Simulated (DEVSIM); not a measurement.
# Schottky contact on n-type β-Ga2O3

System: Schottky contact on n-type β-Ga2O3, at 250 K.

| layer (left to right) | material | thickness (μm) | Nd (cm⁻³) | τn (s) | τp (s) |
|---|---|---|---|---|---|
| 1 | β-Ga2O3 | 0.350 | 5e15 | 5e-8 | 5e-8 |

Left contact: Schottky, work function 5.66 eV, emission velocity 2.3e6 cm/s. Right contact: ohmic. Voltage is applied to the left contact. Recombination: SRH at mid-gap, radiative. Mobility is constant in doping.

The device is made up for the run: typed textbook-type constants, with dimensions and the other settings drawn at random. Values at 300 K; Nc and Nv go as T^1.5, mobilities as T to minus their exponent, the gap by Varshni's rule with the affinity fixed.

| parameter | β-Ga2O3 |
|---|---|
| gap (eV) | 4.8 |
| affinity (eV) | 4 |
| permittivity | 10 |
| Nc (cm⁻³) | 3.7e18 |
| Nv (cm⁻³) | 5e20 |
| μn (cm²/Vs) | 160 |
| μp (cm²/Vs) | 1 |
| T exponent of μn | 1.8 |
| T exponent of μp | 1.5 |
| B (cm³/s) | 1e-12 |
| Varshni α (eV/K) | 0.0004 |
| Varshni β (K) | 600 |

DEVSIM, 1D drift-diffusion, Boltzmann statistics, complete ionisation; no tunnelling, impact ionisation, image-force lowering or self-heating. Metal contacts follow the ideal Schottky-Mott rule: no Fermi-level pinning, no interface dipoles.

```yaml
potential_step_across_the_device_at_zero_bias: 1.524 V
largest_field_in_the_device_at_zero_bias: 59000 V/cm
Dark forward voltage at 1 A/cm²: 1.374 V
Dark forward voltage at 100 A/cm²: 1.500 V
```

Small-signal capacitance in reverse bias (quasi-static):

```json
[
 {"V (V)": "-0.4", "C (nF/cm²)": "25.3"},
 {"V (V)": "-1", "C (nF/cm²)": "25.3"},
 {"V (V)": "-2", "C (nF/cm²)": "25.3"},
 {"V (V)": "-3", "C (nF/cm²)": "25.3"},
 {"V (V)": "-4", "C (nF/cm²)": "25.3"},
 {"V (V)": "-6", "C (nF/cm²)": "25.3"},
 {"V (V)": "-8", "C (nF/cm²)": "25.3"},
 {"V (V)": "-10", "C (nF/cm²)": "25.3"},
 {"V (V)": "-13", "C (nF/cm²)": "25.3"},
 {"V (V)": "-16", "C (nF/cm²)": "25.3"},
 {"V (V)": "-20", "C (nF/cm²)": "25.3"}
]
```

Dark forward current:

(V (V), J (A/cm²)): (0.70, 3.6e-14); (0.75, 3.7e-13); (0.85, 3.7e-11); (0.90, 3.8e-10); (0.95, 3.8e-9); (1.05, 3.8e-7); (1.10, 3.8e-6); (1.15, 3.8e-5); (1.25, 0.0037); (1.30, 0.036); (1.35, 0.35); (1.40, 3.1); (1.50, 100); (1.55, 250); (1.60, 450); (1.70, 920); (1.75, 1200); (1.80, 1400); (1.90, 1900); (1.95, 2200)
